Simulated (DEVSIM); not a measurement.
System: Pd/SiO2/n-Ge capacitor, at 400 K.

```tsv
layer (left to right)	material	thickness (nm)	Nd (cm⁻³)
1	SiO2	1.80	-
2	Ge	9200	4.2e15
```

Metal gate on the left, work function 5.2 eV. Fixed charge at the semiconductor interface 1.8e10 cm⁻² (in units of +e); interface traps 4.6e12 cm⁻² eV⁻¹, uniform in energy, neutral level at 0.5 of the gap above the valence band.

Constants are typed, rounded textbook-type inputs, not results; the design itself was drawn at random and stands for no fabricated device. Values at 300 K; Nc and Nv go as T^1.5, mobilities as T to minus their exponent, the gap by Varshni's rule with the affinity fixed.

| parameter | SiO2 | Ge |
|---|---|---|
| gap (eV) | 9 | 0.664 |
| affinity (eV) | 0.9 | 4 |
| permittivity | 3.9 | 16 |
| Nc (cm⁻³) | - | 1.04e19 |
| Nv (cm⁻³) | - | 6e18 |
| Varshni α (eV/K) | - | 0.000477 |
| Varshni β (K) | - | 235 |

Simulated with DEVSIM: 1D Poisson equation in equilibrium, Boltzmann statistics, complete ionisation; no quantum confinement or tunnelling. Metal contacts follow the ideal Schottky-Mott rule: no Fermi-level pinning, no interface dipoles.

**Question.** Tabulate band edges, carrier densities and field at 0.7 V on the gate.

**Answer.** Energies count from the Fermi level of the right contact; mesh points crowd at the junctions.

```tsv
x (μm)	Ec (eV)	Ev (eV)	n (cm⁻³)	p (cm⁻³)	field (V/cm)
0.000	3.600	-5.400	< 1e2	< 1e2	-360000
0.0008432	3.570	-5.430	< 1e2	< 1e2	-360000
0.001609	3.542	-5.457	< 1e2	< 1e2	-360000
0.002849	0.434	-0.190	5.4e13	3.7e16	-20000
0.006957	0.426	-0.198	6.8e13	3.0e16	-18000
0.01489	0.413	-0.211	1.0e14	2.0e16	-16000
0.03171	0.390	-0.234	2.0e14	1.0e16	-12000
0.09255	0.337	-0.287	9.1e14	2.2e15	-6200
0.2011	0.297	-0.327	2.9e15	6.9e14	-1900
0.4527	0.281	-0.343	4.5e15	4.5e14	-85
0.9863	0.281	-0.343	4.6e15	4.4e14	≈ 0
2.917	0.281	-0.343	4.6e15	4.4e14	≈ 0
5.811	0.281	-0.343	4.6e15	4.4e14	≈ 0
7.699	0.281	-0.343	4.6e15	4.4e14	≈ 0
8.677	0.281	-0.343	4.6e15	4.4e14	≈ 0
8.970	0.281	-0.343	4.6e15	4.4e14	≈ 0
9.096	0.281	-0.343	4.6e15	4.4e14	≈ 0
9.156	0.281	-0.343	4.6e15	4.4e14	≈ 0
9.186	0.281	-0.343	4.6e15	4.4e14	≈ 0
9.196	0.281	-0.343	4.6e15	4.4e14	≈ 0
9.200	0.281	-0.343	4.6e15	4.4e14	≈ 0
9.202	0.281	-0.343	4.6e15	4.4e14	≈ 0
```
